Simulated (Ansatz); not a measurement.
**PbTe (Fm-3m): band-edge transport data**

```
PbTe
1.0
    0.00000     3.09372     3.09372
    3.09372     0.00000     3.09372
    3.09372     3.09372     0.00000
Te Pb
1 1
Direct
  0.00000   0.00000   0.00000
  0.50000   0.50000   0.50000
```

Calculation: r2SCAN with spin-orbit coupling, rigid bands (plane waves, PAW; Ansatz, an electronic-structure program). Condition of this run: hydrostatic pressure 10 GPa (the target of the relaxation). Geometry: cell and atoms relaxed with r2SCAN, then loaded as said.

- band gap: 0.29 eV
- electron conductivity mass (300 K, dilute): 0.122 mₑ
- hole conductivity mass (300 K, dilute): 0.115 mₑ
- effective density of states N_c (300 K): 1.4e19 cm⁻³
- effective density of states N_v (300 K): 4.1e19 cm⁻³
- density-of-states mass, electrons: 0.67 mₑ
- density-of-states mass, holes: 1.38 mₑ
- Seebeck coefficient, n-type 1e19 cm⁻³, 300 K: -230 μV/K
- best n-type power factor at 300 K for τ = 10 fs (best axis; densities from 1e16 to 1e21 cm⁻³ tried, whether or not they can be reached): 14.1 μW/(cm·K²) at 3e19 cm⁻³
- Seebeck coefficient, p-type 1e19 cm⁻³, 300 K: 384 μV/K
- best p-type power factor at 300 K for τ = 10 fs (best axis; densities from 1e16 to 1e21 cm⁻³ tried, whether or not they can be reached): 91 μW/(cm·K²) at 1e20 cm⁻³

Rigid bands; masses and Seebeck coefficients take one relaxation time τ for all states and one kind of carrier; polarons and phonon drag are left out. With spin-orbit coupling this level can invert the band order at L, and then gap and masses differ in kind from the real crystal's.
